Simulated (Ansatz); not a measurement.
Base system: Cu$_{3}$N (space group Pm-3m, No. 221).

```
Cu3N
1.0
    3.72085     0.00000     0.00000
    0.00000     3.72085     0.00000
    0.00000     0.00000     3.72085
Cu N
3 1
Cartesian
  1.86043   0.00000   0.00000
  0.00000   1.86043   0.00000
  0.00000   0.00000   1.86043
  0.00000   0.00000   0.00000
```

Cartesian axes are those of the cell as printed.

Method: plane-wave PAW DFT at the LDA level (Ansatz, a program for electronic structure, 420 eV), spin-orbit coupling left out.

Before the change:

| Item | Value |
|---|---|
| Pressure | 0.0 GPa |
| Volume per atom | 12.88 Å³ |

The change: compressive biaxial strain of 2.00 % in the plane normal to [111], as in epitaxy on a mismatched substrate; the out-of-plane cell vector and the atoms relax.

Task: What does the calculation give for the pressure after the change?

Result: The pressure (mean of the normal stresses, compression positive) goes from zero to 1.5 GPa.

Task: Estimate the effect on the volume per atom.

Result: The volume per atom shrinks by 0.13 Å³ to 12.75 Å³.

Task: Estimate the effect on the energy relative to the base.

Result: The energy increases by 3.4 meV/atom.

Stability against distortions was not tested. All final runs are without spin polarisation.
